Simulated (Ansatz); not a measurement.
Take Os in the hcp (Mg type) structure (space group P6_3/mmc, No. 194; a = 2.7290 Å, c = 4.3091 Å; relaxed with 0.1 eV smearing) as the base.

Calculations: PBEsol (Ansatz, a first-principles code; PAW; 420 eV plane waves; no spin-orbit coupling).

Base values:

```
Quantity   Result
--------  -------
Pressure  0.0 GPa
Band gap     zero
```

Perturbation: the cell is scaled by 0.9700 in all directions; the atoms relax in the strained cell.

### Question
Estimate the effect on the energy relative to the base, pressure and band gap.

### Answer
The energy rises by 170 meV/atom; the pressure (mean of the normal stresses, compression positive) goes from zero to 49.0 GPa; the band gap is still zero.

No phonon test of stability was made. The final runs are not spin-polarised.
